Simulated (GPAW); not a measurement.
Band structure of Yb (Fm-3m, 1 atom in the cell).

```
CELL_PARAMETERS angstrom
      0.00000     2.69452     2.69452
      2.69452     0.00000     2.69452
      2.69452     2.69452     0.00000
ATOMIC_POSITIONS crystal
  Yb 0.00000 0.00000 0.00000
```

Method of the run: PBE, GPAW PAW datasets PBE (gpaw-data 1.0.1) (plane waves; GPAW).

Settings: mode = pw; ecut = 850 eV; xc = PBE; kpts = 9 9 9; mesh shift (steps) = 0 0 0; occupations.name = fermi-dirac; occupations.width = 0.1 eV; nbands = -5; symmetry.symmorphic = false; symmetry.tolerance = 0.0005; maxiter = 150; bandpath_npoints = 40.

The starting cell has typed, rounded lattice constants, without a prior relaxation at this level. Its lattice was rescaled by a random factor within 2.5 % of one. Spin-orbit coupling is off. Spin polarisation is off.

Levels in eV from the Fermi level, bands 9 to 16:
```csv
point,9,10,11,12,13,14,15,16
Γ,-0.54,-0.44,-0.44,-0.44,2.79,2.79,2.79,4.76
X,-0.52,-0.50,-0.48,-0.48,0.22,1.41,6.20,6.60
W,-0.51,-0.51,-0.50,0.00,0.72,0.72,2.54,6.52
K,-0.51,-0.49,-0.48,-0.20,0.11,1.05,4.29,4.55
L,-0.53,-0.47,-0.47,-0.44,0.16,2.59,2.59,6.18
U,-0.51,-0.49,-0.48,-0.20,0.11,1.05,4.29,4.55
```

Bands cross the Fermi level along this path, so the cell is metallic at this level.
